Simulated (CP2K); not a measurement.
Band structure of Sr4CaSi3 (I4/mcm, 16 atoms in the cell).

```yaml
crystal:
  lattice:
    - [9.76324, 0.00000, 0.00000]
    - [3.31194, 9.18432, 0.00000]
    - [-6.53759, -4.59216, 5.61184]
  atoms:
    - { symbol: Sr, position: [0.82025, 0.32025, 0.86080] }
    - { symbol: Sr, position: [0.17975, 0.67975, 0.13920] }
    - { symbol: Sr, position: [0.32025, 0.45945, 0.50000] }
    - { symbol: Sr, position: [0.67975, 0.54055, 0.50000] }
    - { symbol: Sr, position: [0.45945, 0.95945, 0.13920] }
    - { symbol: Sr, position: [0.54055, 0.04055, 0.86080] }
    - { symbol: Sr, position: [0.95945, 0.82025, 0.50000] }
    - { symbol: Sr, position: [0.04055, 0.17975, 0.50000] }
    - { symbol: Ca, position: [0.00000, 0.00000, 0.00000] }
    - { symbol: Ca, position: [0.50000, 0.50000, 0.00000] }
    - { symbol: Si, position: [0.11060, 0.61060, 0.72120] }
    - { symbol: Si, position: [0.88940, 0.38940, 0.27880] }
    - { symbol: Si, position: [0.61060, 0.88940, 0.50000] }
    - { symbol: Si, position: [0.38940, 0.11060, 0.50000] }
    - { symbol: Si, position: [0.25000, 0.25000, 0.00000] }
    - { symbol: Si, position: [0.75000, 0.75000, 0.00000] }
```

Method of the run: CP2K with PBEsol, GPW, DZVP-MOLOPT-SR-GTH basis, GTH-PBE potentials (GTH_POTENTIALS).

Settings: CUTOFF = 500 Ry; REL_CUTOFF = 50 Ry; SMEAR/METHOD = FERMI_DIRAC; ELECTRONIC_TEMPERATURE = 1160.45 K; KPOINTS/SCHEME = MONKHORST-PACK 5 5 5; XC_FUNCTIONAL = PBE:PBESOL; Sr/BASIS_SET = DZVP-MOLOPT-SR-GTH; Sr/POTENTIAL = GTH-PBE-q10; Ca/BASIS_SET = DZVP-MOLOPT-SR-GTH; Ca/POTENTIAL = GTH-PBE-q10; Si/BASIS_SET = DZVP-MOLOPT-SR-GTH; Si/POTENTIAL = GTH-PBE-q4; METHOD = GPW; EPS_DEFAULT = 1e-11.

The starting cell comes from a database of computed structures (which also holds hypothetical and non-ambient phases and stackings), without a prior relaxation at this level. Values carry the incompleteness of an atom-centred basis. The potentials were made for another functional than the one used.

Levels in eV from the Fermi level, bands 59 to 64:
```
point     59     60     61     62     63     64
-----  -----  -----  -----  -----  -----  -----
Γ      -0.44  -0.42  -0.19  -0.19  -0.17  -0.12
X      -0.56  -0.22  -0.18  -0.14   0.35   0.98
Y      -0.56  -0.53  -0.25  -0.17   0.75   0.76
S      -0.78  -0.38  -0.36  -0.36   0.36   0.77
Z      -0.60  -0.52  -0.52  -0.16  -0.14   0.65
S1     -0.78  -0.38  -0.36  -0.36   0.36   0.77
N      -0.63  -0.63  -0.27  -0.27   0.55   0.55
P      -0.36  -0.36  -0.16  -0.16   0.64   0.64
Y1     -0.56  -0.53  -0.25  -0.17   0.75   0.76
```

Bands cross the Fermi level along this path, so the cell is metallic at this level.

Higher empty bands are left out: an atom-centred basis made for the valence describes them poorly.
